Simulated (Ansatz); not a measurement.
**Worked example: self-consistent single point of TiMo₃ (Imm2, 4 atoms in the cell) in Ansatz (a program for electronic structure)**

Level of theory: PBEsol, default PAW files made with PBE (plane waves; Ansatz).

This input was run:

Ansatz 0.2 input:
```yaml
# TiMo3
crystal:
  lattice:
    - [-1.577857, 2.203888, 4.461650]
    - [1.577857, -2.203888, 4.461650]
    - [1.577857, 2.203888, -4.461650]
  atoms:
    - { symbol: Ti, position: [0.505603, 0.005603, 0.500000] }
    - { symbol: Mo, position: [0.756590, 0.756590, 0.000000] }
    - { symbol: Mo, position: [0.243410, 0.243410, 0.000000] }
    - { symbol: Mo, position: [0.000000, 0.500000, 0.500000] }
basis:
  ecutwfc: 420.0
kpoints:
  mp_grid: { grid: [9, 9, 9] }
hamiltonian:
  xc: pbesol
  pseudopotentials: { kind: paw }
scf:
  occupations: { method: gaussian, width: 0.1 }
output:
  forces: true
  eigenvalues: true
  stress: true
```

Log, with long lists cut:

```
WARN ansatz: RAYON_NUM_THREADS=1 ignored (pool sized by the plan → 1); use --threads N
Pseudopotentials: kind: paw
Pseudopotential: Ti, paw, valence charge 12
Pseudopotential: Mo, paw, valence charge 14
Crystal: 4 atoms, lattice volume = 62.060 Å³
Basis set: ecut = 420 eV, 1225 PW (Γ), exchange–correlation on 72×72×72 points (8 copies of the dense FFT grid, shifted against one another)
Bands: 33, of which v1, the nominal top of the filled ones, is band 27 counted from 1 (26 counted from 0)
Symmetry: 4 space group operations
Space group: Imm2 (ITA 44), of the structure as read, at distance tolerance 4.0e-5 Å
k-points: 125 of 729 (time reversal used)
PAW frozen core: Ti, regenerated for the run's functional, and the local potential with it
PAW frozen core: Mo, regenerated for the run's functional, and the local potential with it
Initial density: superposition of atomic densities (neutral atoms: chi_scale 0, normalization atom), corrected by the library's trained network
Initial wavefunctions: pseudopotential atomic-orbital guess
Eigensolver: davidson
Functional: x = pbesol(κ = 0.804, μ = 0.12345679012345678), c = pbesol(β = 0.046)
SCF iter   1: F=—  HF=-17166.872643 eV  |F-HF|=—  |Δ(HF+E_count)|=         —  Δρ=6.75e-3  dr2=1.83e-2  ethr=1.77e-3  ⟨swp⟩=4.5  Hψ=14066  notcnv=0
all-band conjugate gradients solve this SCF's bands
preconditioner: auto → Kerker (q_TF=auto, 2.666 Å⁻¹)
SCF iter   2: F=—  HF=-17166.869570 eV  |F-HF|=—  |Δ(HF+E_count)|=   3.07e-3  Δρ=3.51e-3  dr2=5.02e-3  ethr=3.39e-5  ⟨swp⟩=2.3  Hψ=6963  notcnv=0
SCF iter   3: F=—  HF=-17166.868164 eV  |F-HF|=—  |Δ(HF+E_count)|=   1.41e-3  Δρ=5.11e-4  dr2=1.81e-4  ethr=9.29e-6  ⟨swp⟩=2.0  Hψ=5295  notcnv=0
SCF iter   4: F=—  HF=-17166.868119 eV  |F-HF|=—  |Δ(HF+E_count)|=   4.55e-5  Δρ=8.44e-5  dr2=5.61e-6  ethr=3.36e-7  ⟨swp⟩=2.0  Hψ=5252  notcnv=0
SCF iter   5: F=—  HF=-17166.868120 eV  |F-HF|=—  |Δ(HF+E_count)|=   1.06e-6  Δρ=1.43e-5  dr2=1.09e-7  ethr=1.04e-8  ⟨swp⟩=2.0  Hψ=5280  notcnv=0
SCF iter   6: F=-17166.868120 eV  HF=-17166.868120 eV  |F-HF|=1.36e-9  |Δ(HF+E_count)|=   1.76e-9  Δρ=3.16e-6  dr2=4.39e-9  ethr=1.85e-10  ⟨swp⟩=6.9  Hψ=13763  notcnv=0
SCF 1 converged in 6 iterations: F = -17166.868120 eV  dr2 = 4.39e-9
SCF converged after 6 iterations
Free energy (F): -17166.868120 eV
Harris-Foulkes:  -17166.868120 eV  (|F-HF|=1.36e-9)
Internal energy: -17166.852658 eV  (E = F + TS)
E sigma→0 (E₀):  -17166.860389 eV
Entropy (-TS):   -0.015462 eV (-3.865 meV/atom)
Fermi energy:    19.191221 eV
--- Per-component energies (eV) ---
  E_band       = -304.542482
  E_kinetic    = 1598.514542
  E_local      = -3118.127127  (includes V_loc(G=0)·N_el)
  E_nonlocal   = 443.696566
  E_hartree    = 1093.203591
  E_xc         = -645.139322
  E_vxc        = -808.577573  (∫ρ·V_xc dr)
  E_paw        = -10454.257145  (= ΣΔE_a)
  E_vpaw       = -606.457232  (= ΣTr[D̂ρ^β])
  E_aug_tail   = 0.000225  (compensation charges beyond the density's cutoff)
  E_ewald      = -6085.511270
  E_core_change = 0.767282  (= ΣΔE_core)
  E_smearing   = -0.015462  (= −TS)
  E_closure    = 0.000000  (closes the sum)
  Σ components = -17166.868120   (vs F -17166.868120, Δ=0.00e0)
--- Forces (eV/Å), atoms counted from 1 ---
  atom   1  Ti     0.00000000     0.00000000    -0.46452854
  atom   2  Mo     0.00000000     0.00000000     0.20853083
  atom   3  Mo     0.00000000     0.00000000     0.20398936
  atom   4  Mo     0.00000000     0.00000000     0.05200106
  max |Σ_I F_I| component: 7.28e-6 eV/Å
--- Stress (GPa, compression-positive) ---
       -3.584050       0.000000       0.000000
        0.000000      -3.333651       0.000000
        0.000000       0.000000      -3.346981
  P = ⅓ Tr σ = -3.4216 GPa (-34.216 kbar)
  The stress holds the Pulay correction. Without it, at fixed plane waves, as pw.x and ABINIT print it: P = -3.4457 GPa
--- Band table (eV; the first three rows and the last of 125) ---
  k-point 0: bands = ["-41.3992", "-41.1206", "-41.0081", "-36.8786", "-16.0079", "-15.9619", "-15.5111", "-15.2784", "-15.2616", "-15.2347", "-14.8540", "-14.8064", "-14.7716", "-13.2292", "-13.1678", "-13.1223", "12.5619", "14.6618", "15.2093", [...]
  k-point 1: bands = ["-41.3804", "-41.1324", "-41.0079", "-36.8777", "-15.9580", "-15.9214", "-15.5077", "-15.4082", "-15.2474", "-15.1648", "-14.9172", "-14.8108", "-14.8101", "-13.2311", "-13.2002", "-13.1418", "12.9548", "15.0073", "15.5758", [...]
  k-point 2: bands = ["-41.3316", "-41.1619", "-41.0088", "-36.8747", "-15.9642", "-15.7681", "-15.5914", "-15.3990", "-15.3435", "-15.1909", "-14.9895", "-14.8341", "-14.8308", "-13.2659", "-13.2363", "-13.1623", "13.9800", "15.7044", "16.0758", [...]
  k-point 124: bands = ["-41.3557", "-41.1704", "-40.9952", "-36.8782", "-16.0139", "-15.6341", "-15.6289", "-15.5074", "-15.2153", "-15.0989", "-14.9941", "-14.8304", "-14.8095", "-13.2614", "-13.1917", "-13.1330", "14.5653", "14.5930", "14.8707", [...]
```

The run converged in 6 iterations.

The starting cell comes from a database of computed structures (which also holds hypothetical and non-ambient phases and stackings), without a prior relaxation at this level. Its lattice was rescaled by up to half a per cent. One atom was moved a little off its site on purpose. Spin polarisation is off. With a pressure of about -3 GPa the cell is away from its equilibrium volume at this level. Ansatz's pressure includes its estimate of the finite-basis (Pulay) stress.
